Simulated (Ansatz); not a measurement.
Start from SiO2 (space group P3_221, No. 154; a = 5.022 Å, c = 5.510 Å).

Method: PBE (Ansatz, a quantum-chemistry and plane-wave program, PAW, spin-orbit coupling left out).

One change was made to it. Results:

The c/a ratio goes up by 0.047 to 1.144; the density goes up by 0.707 g/cm³ (2.49 g/cm³ → 3.19 g/cm³).

Problem. Which of these changes matches the shifts?
A. pressure 2.1 GPa
B. pressure 15 GPa
C. pressure −1 GPa

Solution. B, pressure 15 GPa. For comparison, the c/a ratio in the other runs: pressure 2.1 GPa gives 1.103; pressure −1 GPa gives 1.094.

Load acts through the strain it causes; cell and atoms are relaxed under it. No phonon test of stability was made. No other phases were tried under pressure.
